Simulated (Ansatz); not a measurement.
Base system: NaF in the rock salt structure (space group Fm-3m, No. 225; a = 4.702 Å).

Method: plane-wave PAW DFT at the PBE level (Ansatz, an electronic-structure program, 420 eV), spin-orbit coupling left out.

Before the change:

| Quantity | Result |
|---|---|
| Lattice parameter a | 4.702 Å |

Now apply this change: hydrostatic tension (pressure −2 GPa).

Task: Estimate the effect on the lattice parameter a.

Result: The lattice parameter a grows by 0.0785 Å, from 4.702 Å to 4.780 Å.

Load acts through the strain it causes; cell and atoms are relaxed under it. Whether these cells are dynamically stable was not tested.
